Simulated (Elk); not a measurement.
A self-consistent single point of Cu3Pd (Pm-3m, 4 atoms in the cell) with Elk.

Method of the run: PBEsol, spin-orbit coupling in second variation, all-electron FP-LAPW, Elk's shipped species files, default APW+lo basis (Elk 10.2.4).

```
CELL_PARAMETERS angstrom
      3.68588     0.00000     0.00000
      0.00000     3.68588     0.00000
      0.00000     0.00000     3.68588
ATOMIC_POSITIONS crystal
  Cu 0.00000 0.50000 0.50000
  Cu 0.50000 0.00000 0.50000
  Cu 0.50000 0.50000 0.00000
  Pd 0.00000 0.00000 0.00000
```

Reference input (self-consistent single point, DFT, PBEsol, all-electron FP-LAPW, Elk's shipped species files, default APW+lo basis): xctype = 22; rgkmax = 7; stype = 3; swidth = 0.00183747 Ha; ngridk = 9 9 9; rmtscf = 0.92. This run's input differs from it in these lines:

```diff
@@ -6,2 +6,5 @@
 
+spinorb
+  .true.
+
 rgkmax
@@ -11,2 +14,8 @@
   0.92
+
+lmaxi
+  3
+
+nempty
+  10
```

Output, abridged:

```
│ Self-consistent loop started │
│ Loop number : 1 │
 total energy                :     -9958.28177598
 total moment                :   0.1997864035E-22  0.2632154454E-22 -0.4007283610E-23
│ Loop number : 2 │
 total energy                :     -9960.65264958
 total moment                :  -0.1406650634E-23  0.2580810496E-22  0.6272220897E-22
RMS change in Kohn-Sham potential (target) :   0.2788472396     (  0.1000000000E-05)
Absolute change in total energy (target)   :    2.370873593     (  0.1000000000E-03)
│ Loop number : 3 │
 total energy                :     -9971.47857858
   [... lines left out ...]
 total energy                :     -10005.8512598
 total moment                :   0.1733204045E-22 -0.2431350415E-22 -0.3259501146E-22
RMS change in Kohn-Sham potential (target) :   0.6120062896E-06 (  0.1000000000E-05)
Absolute change in total energy (target)   :   0.1131756944E-03 (  0.1000000000E-03)
│ Loop number : 17 │
 total energy                :     -10005.8512162
 total moment                :  -0.2615167296E-22 -0.7354433138E-23  0.1999098133E-23
RMS change in Kohn-Sham potential (target) :   0.1647434207E-06 (  0.1000000000E-05)
Absolute change in total energy (target)   :   0.1529102519E-04 (  0.1000000000E-03)
Convergence targets achieved

│ Loop number : 18 │

Energies :
 Fermi                       :     0.268723959165
 xc effective B-field        :    -0.196117697861E-09
 external B-field            :      0.00000000000
 total energy                :     -10005.8512036
 (external B-field energy excluded from total)

Density of states at Fermi energy :    40.58431816
 (states/Hartree/unit cell)

Estimated indirect band gap :   0.2031994194E-02
 from k-point     35 to k-point     33
Estimated direct band gap   :   0.9373206050E-02
 at k-point     35

Charges :
 core                        :    64.00000000
 valence                     :    69.00000000
 interstitial                :    4.907572643
 muffin-tins (core leakage)
  species :    1 (Cu)
   atom    1                 :    27.81737683     (  0.4706950499E-03)
   [... lines left out ...]
   atom    3                 :   0.1054141345E-22  0.7327537368E-24 -0.1024279259E-22
  species :    2 (Pd)
   atom    1                 :  -0.3981627283E-23 -0.8013007623E-23 -0.7527466876E-23
 total in muffin-tins        :  -0.1422441987E-22  0.1350395215E-22 -0.1777025946E-22
 total moment                :  -0.1324117059E-22  0.1309880897E-22 -0.1988147799E-22

│ Self-consistent loop stopped │
```

The run converged in 18 iterations. The count includes the last loop, which Elk runs after its targets are met. 

The starting cell comes from a database of computed structures (which also holds hypothetical and non-ambient phases and stackings), without a prior relaxation at this level. Its lattice was rescaled by a random factor within 2.5 % of one. Values depend on the basis (sphere radii, cutoffs, local orbitals), which need not be converged. The log's line on a gap gives a spacing of levels on this mesh, which the program prints for metals too.
